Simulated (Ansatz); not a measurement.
Here is the system:

```yaml
crystal:
  lattice:
    - [0.00000, 2.77651, 2.77651]
    - [2.77651, 0.00000, 2.77651]
    - [2.77651, 2.77651, 0.00000]
  atoms:
    - { symbol: Ga, position: [0.00000, 0.00000, 0.00000] }
    - { symbol: As, position: [0.25000, 0.25000, 0.25000] }
```

Method: r2SCAN with spin-orbit coupling, rigid bands (plane waves, PAW; Ansatz, a quantum-chemistry and plane-wave program). Condition of this run: hydrostatic pressure 5 GPa (the target of the relaxation). How the cell was made: cell and atoms relaxed with r2SCAN, then loaded as said.

Predict the electron conductivity mass (n e² τ/σ) at 300 K, by direction if it differs.

0.116 mₑ.

What conductivity effective mass do dilute holes have at 300 K?

0.37 mₑ.

And the band gap?

1.35 eV at this level; semilocal functionals usually fall short of the measured gap.

Rigid bands, one relaxation time for all states, no polarons.
